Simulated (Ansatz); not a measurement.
Given:

```
CELL_PARAMETERS angstrom
      5.38836     0.00000     0.00000
      0.00000     5.38836     0.00000
      0.00000     0.00000     5.38836
ATOMIC_POSITIONS crystal
  Cs 0.00000 0.00000 0.00000
  Pb 0.50000 0.50000 0.50000
  Cl 0.50000 0.00000 0.50000
  Cl 0.00000 0.50000 0.50000
  Cl 0.50000 0.50000 0.00000
```

No spin polarisation.

The values are results of plane-wave PAW DFT at the LDA level (Ansatz, a first-principles code, 420 eV), no spin-orbit coupling, not measurements. Settings: 6×6×6 k-points, 0.05 eV Fermi–Dirac smearing.

### Question
Predict the band gap.

### Answer
1.13 eV.

### Question
What gap character does the calculation give?

### Answer
Direct at R.

### Question
What is the computed pressure?

### Answer
2.56 GPa.

Spin-orbit coupling, missing from the scalar runs, can matter with Pb. The cells carry an imposed strain or load. Whether these cells are dynamically stable was not tested. The cell was made from CsPbCl$_{3}$ in the cubic perovskite structure (space group Pm-3m, No. 221) by this change: isotropic strain −2.40 %. Many cubic perovskites are stable only at high temperature; tilts and polar distortions were not tested. This is not the structure that CsPbCl3 has at room temperature and ambient pressure.
